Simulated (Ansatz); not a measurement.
Several settings converged on Ge2W (I4mm, 3 atoms in the cell)

```xyz
3
Lattice="-1.6706 1.6706 4.1092 1.6706 -1.6706 4.1092 1.6706 1.6706 -4.1092" Properties=species:S:1:pos:R:3 pbc="T T T"
Ge     0.0000     0.0000     2.8245
Ge     0.0000     0.0000     5.4440
W      0.0000     0.0000     0.0000
```

Base method: PBEsol, default PAW files made with PBE (plane waves; Ansatz, a first-principles code).

Base settings: basis.ecutwfc = 420 eV; kpoints.mp_grid.grid = 8 8 8; hamiltonian.xc = pbesol; hamiltonian.pseudopotentials = {kind: paw} (the program's default PAW files); scf.occupations.method = gaussian; scf.occupations.width = 0.1 eV.

The count of work is k-points × plane waves × bands × iterations; it is no time. 

**The cutoff for other potential files**

Level: DFT, PBEsol, plane waves, harder PAW files (source: ansatz) made with PBE.

In this ladder: hamiltonian.pseudopotentials = {kind: paw, source: ansatz}.

The second cell is the first with its lattice scaled by 0.98.

The mesh stays at the base's, so the ladder's end is converged at best in this setting alone.

The first pressure column holds Ansatz's estimate of the finite-basis (Pulay) stress, which hides part of the cutoff error; the other is without it.

Only quantities that move along the ladder and can be compared are tabulated.

| basis.ecutwfc | free energy less the last step's (meV/atom) | energy of the compressed cell less the first (meV/atom) | pressure (GPa) | pressure without the Pulay estimate (GPa) | largest difference of a force vector from the last step's (eV/Å) | count of work / last |
|---|---|---|---|---|---|---|
| 370 eV | 29468.27 | -46.19 | -14.17 | -1712.76 | 0.556 | 0.11 |
| 450 eV | 5136.32 | 22.77 | -3.48 | -355.02 | 0.081 | 0.15 |
| 575 eV | 267.47 | 12.08 | -3.75 | -32.26 | 0.001 | 0.22 |
| 695 eV | 6.14 | 11.22 | -3.82 | -4.88 | 0.000 | 0.28 |
| 820 eV | 0.64 | 11.10 | -3.83 | -3.84 | 0.000 | 0.35 |
| 985 eV | 0.41 | 11.09 | -3.83 | -3.84 | 0.000 | 0.47 |
| 1230 eV | 0.19 | 11.09 | -3.83 | -3.83 | 0.000 | 0.66 |
| 1640 eV | 0.00 | 11.09 | -3.83 | -3.83 | 0.000 | 1.0 |

Coarsest basis.ecutwfc that holds the forces within 0.01 eV/Å of the last step, with all finer ones: 575 eV, at 0.22 of the last step's count of work; the step before is off by 0.081 eV/Å.

Coarsest basis.ecutwfc that holds the pressure within 0.2 GPa of the last step, with all finer ones: 575 eV, at 0.22 of the last step's count of work; the step before is off by 0.36 GPa.

Coarsest basis.ecutwfc that holds the pressure without the Pulay estimate within 0.1 GPa of the last step, with all finer ones: 820 eV, at 0.35 of the last step's count of work; the step before is off by 1.1 GPa.

The energy difference between the two cells stays within 1 meV/atom of the last step's from 575 eV on, the total only from 820 eV on: much of the error is common to both cells and cancels.

At the lowest cutoff the pressure without the Pulay estimate lies 1710 GPa under the last step's, the usual sign of Pulay stress in an incomplete plane-wave basis.

**The density cutoff**

The second cell is the first with its lattice scaled by 0.98.

The mesh stays at the base's, so the ladder's end is converged at best in this setting alone.

Only quantities that move along the ladder and can be compared are tabulated.

```tsv
basis.ecutrho_ratio	free energy less the last step's (meV/atom)	energy of the compressed cell less the first (meV/atom)	pressure (GPa)	largest difference of a force vector from the last step's (eV/Å)
2	-19.27	11.05	-2.80	0.008
3	-0.39	10.37	-3.92	0.001
4	-0.01	10.41	-3.95	0.000
5	0.00	10.41	-3.95	0.000
6	0.00	10.41	-3.95	0.000
8	0.00	10.41	-3.95	0.000
10	0.00	10.41	-3.95	0.000
12	0.00	10.41	-3.95	0.000
16	0.00	10.41	-3.95	0.000
```

Coarsest basis.ecutrho_ratio that holds the pressure within 1 GPa of the last step, with all finer ones: 3; the step before is off by 1.2 GPa.

Coarsest basis.ecutrho_ratio that holds the free energy within 0.5 meV/atom of the last step, with all finer ones: 3; the step before is off by 19 meV/atom.

Coarsest basis.ecutrho_ratio that holds the forces within 0.005 eV/Å of the last step, with all finer ones: 3; the step before is off by 0.008 eV/Å.

The energy difference between the two cells stays within 1 meV/atom of the last step's from 2 on, the total only from 3 on: much of the error is common to both cells and cancels.

**The relaxed cell against the cutoff**

On Ge2W (I4/mmm, 3 atoms in the cell): atoms on their sites.

In this ladder: relax = cell and atoms.

The mesh stays at the base's, so the ladder's end is converged at best in this setting alone.

Only quantities that move along the ladder and can be compared are tabulated.

| basis.ecutwfc | relaxed volume (Å³/atom) | relaxation steps |
|---|---|---|
| 250 eV | 15.004 | 29 |
| 295 eV | 14.959 | 12 |
| 355 eV | 14.912 | 7 |
| 420 eV | 14.906 | 5 |
| 505 eV | 14.907 | 5 |
| 630 eV | 14.906 | 5 |
| 840 eV | 14.906 | 5 |

Coarsest basis.ecutwfc that holds the relaxed volume within 0.075 Å³/atom of the last step, with all finer ones: 295 eV; the step before is off by 0.097 Å³/atom.

At the lowest cutoff the cell relaxes to a volume 0.7 % larger than at the highest. Ansatz relaxes on a stress corrected for the finite basis.

On the base run: the starting cell comes from a database of computed structures (which also holds hypothetical and non-ambient phases and stackings), without a prior relaxation at this level. Its lattice was rescaled by up to half a per cent. One atom was moved a little off its site on purpose. Spin polarisation is off.

Left out of this page: 1 run of the series failed or unconverged.

Keys are those of Ansatz 0.2.
